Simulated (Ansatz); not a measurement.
Sr3Sn2O7 (Cmcm, No. 63, 24 atoms in the cell; start mp-17743) was calculated with PBEsol+SOC in Ansatz (plane waves, PAW).

Run with plane-wave cutoff 520 eV, 6×6×6 k mesh, Fermi–Dirac smearing 0.01 eV, PAW data made under PBE.

Cell (relaxed with PBEsol):

```xyz
24
Lattice="10.2045 -2.9048 0.0000 10.2045 2.9048 0.0000 0.0000 0.0000 5.7140" Properties=species:S:1:pos:R:3 pbc="T T T"
Sr    10.2045     1.4879     4.2855
Sr    10.2045    -1.4879     1.4285
Sr    14.0224     1.5266     4.2855
Sr     6.3866    -1.5266     1.4285
Sr    14.0224    -1.5266     1.4285
Sr     6.3866     1.5266     4.2855
Sn    12.2221    -1.4438     4.2855
Sn     8.1869     1.4438     1.4285
Sn    12.2221     1.4438     1.4285
Sn     8.1869    -1.4438     4.2855
O      1.6832     0.0000     2.8570
O     18.7258     0.0000     2.8570
O     18.7258     0.0000     0.0000
O      1.6832     0.0000     0.0000
O      7.8953     0.0000     0.0000
O     12.5137     0.0000     0.0000
O     12.5137     0.0000     2.8570
O      7.8953     0.0000     2.8570
O      4.0337    -1.0994     1.4285
O     16.3753     1.0994     4.2855
O      4.0337     1.0994     4.2855
O     16.3753    -1.0994     1.4285
O     10.2045    -1.0110     4.2855
O     10.2045     1.0110     1.4285
```

### Question
What does this level give for the band gap and smallest direct gap on the k points sampled?

### Answer

band gap: 2.46 eV (indirect)
smallest direct gap on the k points sampled: 2.57 eV

Static lattice: no zero-point or thermal effects.

A start named mp-… is a Materials Project structure, which need not be a measured phase.

Ansatz is a program for electronic structure.
